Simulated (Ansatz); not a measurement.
Results of LDA in Ansatz (plane waves, PAW) for FeOCl (Pmmn, No. 59).

Run with plane-wave cutoff 500 eV, 12×10×6 k mesh (along the axes of the cell as run), Fermi–Dirac smearing 0.05 eV, spin-polarised start, scalar-relativistic PAW data made under PBE.

Computed at the level's own relaxed cell.

Estimate the volume per atom that the calculation returns.


* **volume per atom**: 13.24 Å³/atom

Note: the magnetic order was assumed, not searched for or taken from measurement; the volume lies 20 % below that of the published cell.

Static lattice: no zero-point or thermal effects.

The result took about 30 core-minutes (a rough figure).

Ansatz is a first-principles code.
